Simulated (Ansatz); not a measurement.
A computed series for SiC: response to strain

Consider SiC (space group P6_3mc, No. 186; a = 3.0781 Å, c = 10.0760 Å). Axes: x lies along a and z along c of the hexagonal cell.

Strains are applied to the cell and any free atomic positions relax; under biaxial strain the out-of-plane vector relaxes too.

The values are results of Ansatz (a first-principles code) PBEsol, no spin-orbit coupling, not measurements.

Candidates:
(a) biaxial strain −1.50 %, plane normal [001], relaxed out of plane
(b) biaxial strain −2.25 %, plane normal [001], relaxed out of plane
(c) biaxial strain −3.00 %, plane normal [001], relaxed out of plane

Question: Order them by out-of-plane strain, highest first.

Answer: (c) biaxial strain −3.00 %, plane normal [001], relaxed out of plane (+0.69 %), (b) biaxial strain −2.25 %, plane normal [001], relaxed out of plane (+0.51 %), (a) biaxial strain −1.50 %, plane normal [001], relaxed out of plane (+0.33 %)

Whether these cells are dynamically stable was not tested.
